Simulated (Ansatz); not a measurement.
## Effect of tensor shear ε_xz = +0.86 % on TiB2

Take TiB2 (space group P6/mmm, No. 191; a = 3.017 Å, c = 3.185 Å) as the base. Axes: x lies along a and z along c of the hexagonal cell.

One thing is altered: a pure shear with ε_xz = ε_zx = 0.0086, atoms relaxed at fixed cell.

Method: plane-wave PAW DFT at the PBEsol level (Ansatz, an electronic-structure program, 420 eV), spin-orbit coupling left out. k-mesh 13×13×10 (Γ-centred); smearing 0.05 eV (Fermi–Dirac).

Volume per atom: 8.37 Å³ (base 8.37 Å³)
Space group: C2/m (No. 12) (base P6/mmm (No. 191))
Shortest interatomic distance: 1.742 Å (base 1.742 Å)
Energy relative to the base (free energy F): +2.1 meV/atom
Band gap: zero (base zero)
Stress (xx, yy, zz, yz, xz, xy; compression positive): (0.1, 0.0, 0.1, 0.0, -4.7, 0.0) GPa (rough)

Final structure:

```
CELL_PARAMETERS angstrom
      3.01738     0.00000     0.02595
     -1.50869     2.61313    -0.01297
      0.02739     0.00000     3.18507
ATOMIC_POSITIONS crystal
  Ti 0.00000 0.00000 0.00000
  B  0.66667 0.33333 0.50000
  B  0.33333 0.66667 0.50000
```

The mesh was chosen for an insulator and is coarse for the gapless case. Without a gap, meshes like the base's 13×13×10 leave anisotropic stresses uncertain by several tenths of a GPa, and small strain energies with them. The cells carry an imposed strain or load. No phonon test of stability was made. All final runs are without spin polarisation.
